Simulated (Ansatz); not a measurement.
A self-consistent single point of LaPt3 (P4mm, 4 atoms in the cell) with Ansatz (a quantum-chemistry and plane-wave program).

Level of theory: LDA (PW92), harder PAW files (source: ansatz) made with PBE (plane waves; Ansatz).

```
CELL_PARAMETERS angstrom
      4.19336     0.00000     0.00000
      0.00000     4.19336     0.00000
      0.00000     0.00000     4.19336
ATOMIC_POSITIONS crystal
  La 0.00000 0.00000 0.01192
  Pt 0.00000 0.50000 0.50000
  Pt 0.50000 0.00000 0.50000
  Pt 0.50000 0.50000 0.00000
```

Reference input (self-consistent single point, DFT, LDA (PW92), plane waves, default PAW files made with PBE): basis.ecutwfc = 30.9 Ry; kpoints.mp_grid.grid = 7 7 7; hamiltonian.xc = lda; hamiltonian.pseudopotentials = {kind: paw} (the program's default PAW files); scf.occupations.method = gaussian; scf.occupations.width = 0.0073 Ry. This run's input differs from it in these lines:

Ansatz 0.2 input:
```diff
@@ -11,3 +11,3 @@
 basis:
-  ecutwfc: 30.9 Ry
+  ecutwfc: 44.1 Ry
 kpoints:
@@ -19,2 +19,3 @@
     kind: paw
+    source: ansatz
 scf:
```

The program printed (abridged):

```
SCF iter   1: F=—  HF=-42939.007475 eV  |F-HF|=—  |Δ(HF+E_count)|=         —  Δρ=5.60e-1  dr2=5.38e2  ethr=3.10e-3  ⟨swp⟩=5.9  Hψ=5171  notcnv=0
all-band conjugate gradients solve this SCF's bands
preconditioner: auto → Kerker (q_TF=auto, 2.672 Å⁻¹)
SCF iter   2: F=—  HF=-42965.167118 eV  |F-HF|=—  |Δ(HF+E_count)|=    2.62e1  Δρ=1.88e-1  dr2=3.50e1  ethr=3.10e-3  ⟨swp⟩=9.3  Hψ=5871  notcnv=0  defer=26
   [... lines left out ...]
SCF iter   7: F=—  HF=-42919.749051 eV  |F-HF|=—  |Δ(HF+E_count)|=   3.76e-4  Δρ=2.48e-4  dr2=6.86e-5  ethr=1.73e-6  ⟨swp⟩=2.0  Hψ=2321  notcnv=0  defer=74
SCF iter   8: F=—  HF=-42919.749025 eV  |F-HF|=—  |Δ(HF+E_count)|=   2.61e-5  Δρ=6.05e-5  dr2=7.41e-6  ethr=1.06e-7  ⟨swp⟩=2.0  Hψ=2166  notcnv=0  defer=74
SCF iter   9: F=—  HF=-42919.749025 eV  |F-HF|=—  |Δ(HF+E_count)|=   1.68e-7  Δρ=5.18e-5  dr2=4.83e-6  ethr=1.14e-8  ⟨swp⟩=2.1  Hψ=2155  notcnv=0  defer=74
SCF iter  10: F=-42919.749023 eV  HF=-42919.749023 eV  |F-HF|=2.02e-8  |Δ(HF+E_count)|=   2.01e-6  Δρ=6.41e-6  dr2=2.21e-8  ethr=1.54e-10  ⟨swp⟩=13.4  Hψ=10000  notcnv=0
SCF 1 converged in 10 iterations: F = -42919.749023 eV  dr2 = 2.21e-8
Free energy (F): -42919.749023 eV
Internal energy: -42919.732242 eV  (E = F + TS)
E sigma→0 (E₀):  -42919.740632 eV
Entropy (-TS):   -0.016781 eV (-4.195 meV/atom)
Fermi energy:    18.971602 eV
--- Forces (eV/Å), atoms counted from 1 ---
  atom   1  La     0.00000000     0.00000000    -0.44359625
  atom   2  Pt    -0.00000000     0.00000000     0.22518978
  atom   3  Pt     0.00000000     0.00000000     0.22518978
  atom   4  Pt    -0.00000000     0.00000000    -0.00677517
--- Stress (GPa, compression-positive) ---
       -6.394089       0.000000       0.000000
        0.000000      -6.394089       0.000000
        0.000000       0.000000      -6.396578
  P = ⅓ Tr σ = -6.3949 GPa (-63.949 kbar)
  The stress holds the Pulay correction. Without it, at fixed plane waves, as pw.x and ABINIT print it: P = -6.4146 GPa
```

The run converged in 10 iterations. Against the reference run the pressure hardly changes (-6.46 to -6.39 GPa) and the largest force moves little (0.443 to 0.444 eV/Å).

The starting cell comes from a database of computed structures (which also holds hypothetical and non-ambient phases and stackings), without a prior relaxation at this level. Its lattice was rescaled by up to half a per cent. One atom was moved a little off its site on purpose. Spin polarisation is off. Ansatz's pressure includes its estimate of the finite-basis (Pulay) stress.
